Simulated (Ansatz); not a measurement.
An Ansatz (a quantum-chemistry and plane-wave program) input (PBEsol/PAW in Ansatz, scalar-relativistic without spin-orbit coupling):

Ansatz 0.2 input:
```yaml
crystal:
  lattice:
    - [3.6887950989, 0, 0]
    - [0, 3.6887950989, 0]
    - [1.8443975495, -1.8443975495, 2.7017093918]
  atoms:
    - { symbol: Si, position: [0, 0, 0] }
    - { symbol: Zr, position: [0.5, 0.5, 1] }
basis: { ecutwfc: 420, ecutrho_ratio: 4, xc_grid: 2, fft_grid_basis: typed }
kpoints: { mp_grid: { grid: [15, 15, 15] } }
hamiltonian:
  xc: pbesol
  dispersion: none
  pseudopotentials: { kind: paw }
scf: { occupations: { method: fermi_dirac, width: 0.05 } }
relax: { f_tol: 0.005, max_steps: 50, cell: { stress_tol: 0.01, fix: [a, b, gamma] } }
output: { forces: true, stress: true }
checkpoint: { write: state.ck, write_every: 1000 }
```

Question: Which symmetry and how many k-points will the program report, and about how many plane waves at Γ?

Answer: Space group I4/mmm (ITA 139) with 16 operations, k-points 288 of 3375, and 733 plane waves at Γ.

Question: And the final pressure?

Answer: 5.63 GPa (compression positive).

The cells carry an imposed strain or load. No phonon test of stability was made. The final runs are not spin-polarised. The cell was made from ZrSi in the rock salt structure (space group Fm-3m, No. 225; a hypothetical phase, not in the database extracts checked) by this change: biaxial strain −2.33 %, plane normal [001], relaxed out of plane.
